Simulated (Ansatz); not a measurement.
**A constructed model of the (0001) surface of hcp Ru, (√3x√3)R30° layer of S, one a cell, in the other hollow (bottom of the slab: a bare face, its two planes held)**

All values below come from PBE (plane waves to 420 eV, PAW; Ansatz, a quantum-chemistry and plane-wave program).

Set-up: 19 atoms, 12.8 Å thick at the start; mesh 9x9x1; 0.1 eV smearing; dipole correction on; 6 atoms held, the rest relaxed; start symmetry kept, larger cells not searched; no spin, no spin-orbit, no U. In PBE it lies 0.02 eV a 1x1 cell over the lowest computed structure of the same composition ((√3x√3)R30° layer of S, one a cell, on the site that continues the host's stacking).

```json
{
 "work_function_of_the_top_face": "5.37 eV",
 "energy_released_by_relaxation": "0.86 eV",
 "cost": "around 8 core-minutes (rough)"
}
```
